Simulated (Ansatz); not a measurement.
## Convergence series on a (101) slab of Cu (cut from a parent of space group no. 225; 16 atoms in the cell)

```
Cu
1.0
    3.60748     0.00000     0.00000
    0.00000     5.10175     0.00000
    0.00000     0.00000    24.85370
Cu
16
Cartesian
  0.00000   3.18859   9.26479
  1.80374   1.91316   8.00001
  0.00000   0.63772   9.26479
  1.80374   4.46403   8.00001
  0.00000   0.63772  11.79440
  1.80374   4.46403  10.52959
  0.00000   3.18859  11.79440
  1.80374   1.91316  10.52959
  0.00000   3.18859  14.32401
  1.80374   1.91316  13.05920
  0.00000   0.63772  14.32401
  1.80374   4.46403  13.05920
  0.00000   0.63772  16.85369
  1.80374   4.46403  15.58891
  0.00000   3.18859  16.85369
  1.80374   1.91316  15.58891
```

Computed with PBEsol, PAW files made with PBE (plane waves; Ansatz, a quantum-chemistry and plane-wave program).

The starting cell comes from a database of computed structures (which also holds hypothetical and non-ambient phases and stackings), without a prior relaxation at this level. The slab is cut from that crystal, and its faces are unrelaxed. Its lattice was rescaled in the plane by a random factor within 2.5 % of one. Spin polarisation is off. Without a gap this mesh is coarse (it stands for a supercell whose shortest in-plane vector is 15 Å).

Held fixed: kpoints.mp_grid.grid = 5 3 1; hamiltonian.xc = pbesol; hamiltonian.pseudopotentials = {kind: paw} (the program's default PAW files); scf.occupations.method = methfessel_paxton; scf.occupations.width = 0.05 eV.

ΔF is the free energy per atom less that of the last row (28.0).

```csv
vacuum between outermost atoms (Å),ΔF (meV/atom),largest force (eV/Å),plane waves,iterations
3.0,-50.4,0.271,4279,14
4.0,-12.3,0.415,4603,15
5.0,-4.0,0.553,4971,15
6.0,-1.29,0.583,5321,17
8.0,-0.17,0.623,6049,15
10.0,-0.03,0.629,6747,16
12.0,0.00,0.630,7493,15
15.0,0.00,0.630,8583,16
16.0,0.00,0.630,8919,14
18.0,0.00,0.630,9621,16
22.0,0.00,0.630,11083,15
28.0,0.00,0.630,13191,17
```

Energy within 2 meV/atom of the last row: from vacuum between outermost atoms (Å) = 6.0 on; the one before it is off by 4.0 meV/atom.

Largest force within 0.01 eV/Å of the last row: from vacuum between outermost atoms (Å) = 8.0 on; the one before it is off by 0.047 eV/Å. The value it settles on is 0.630 eV/Å at this level of theory and with the other settings as held.

Keys are those of Ansatz 0.2.
